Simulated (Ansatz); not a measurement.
System: cubic perovskite RbMnF3. Method: HSE06 (Ansatz, an electronic-structure program, PAW).

Numerical settings: plane-wave cutoff 460 eV, 6×6×6 k mesh, Fermi–Dirac smearing 0.01 eV, spin-polarised start, scalar-relativistic PAW data made under PBE.

The cell is scaled about its equilibrium volume:

```
V (Å³/atom)  P (GPa)  direct gap at Γ (eV)  smallest gap on the k mesh (eV)
-----------  -------  --------------------  -------------------------------
14.725          3.83                 6.577                            4.083
15.112          1.80                 6.541                            4.103
15.601         -0.39                 6.504                            4.131
15.887         -1.50                 6.487                            4.148
16.275         -2.83                 6.466                            4.171
```

The fundamental gap (4.13 eV at the equilibrium volume, with added k points) lies elsewhere than Γ–Γ.

Note: the magnetic order was assumed, not searched for or taken from measurement; the relaxation could not lower the start's symmetry, so the cell can be a saddle point above a distorted one.

Spin–orbit coupling is not included.
